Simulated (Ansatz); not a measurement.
For Ga (R-3m, No. 166, 22 atoms in the cell; start mp-569007; another form than the element's usual one), LDA (Ansatz, a program for electronic structure, PAW) gives:

```
Property                  Result
------------------  ------------
lattice constant a       8.923 Å
c axis length           16.605 Å
cohesive energy     3.41 eV/atom
```

Q: What does r²SCAN (Ansatz, PAW) give for the same quantities?

A: 
- lattice constant a: 9.028 Å (goes up by 1.2 %)
- lattice parameter c: 16.948 Å (grows by 2.1 %)
- cohesive energy: 2.75 eV/atom (falls by 0.66 eV/atom)

Changes are worked out from the printed values.

Unless a cell is named, each level is at its own relaxed cell (LDA 17.35, r²SCAN 18.12 Å³/atom).

Caveats: the relaxation could not lower the start's symmetry, so the cell can be a saddle point above a distorted one (LDA, r²SCAN). Ansatz's density-functional and Hartree–Fock values are scalar-relativistic unless marked +SOC, with PAW data made under PBE.

A start named mp-… is a Materials Project structure, which need not be a measured phase.
